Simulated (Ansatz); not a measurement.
YN (Fm-3m), HSE06 with spin-orbit coupling, rigid bands (Ansatz, a quantum-chemistry and plane-wave program): N_c = 1.33e19 cm⁻³ at 300 K and an electron conductivity mass of 0.235 mₑ.

Task: For 1e16 electrons per cm³ at 300 K, place the Fermi level, estimate the Seebeck coefficient of a parabolic band with constant τ, and give mobility and conductivity for τ = 5 fs.

Result: The level lies k_BT ln(N_c/n) = 0.186 eV below the conduction-band minimum. S ≈ −(k_B/e)[ln(N_c/n) + 5/2] = -835 μV/K, against -834 μV/K from the full bands (mean over directions). μ = eτ/m = 37.4 cm²/(V·s) and σ = neμ = 0.0600 S/cm. τ is assumed, not computed.

Band transport and this doping are assumed; polarons and phonon drag are left out. Geometry: cell and atoms relaxed with PBEsol.
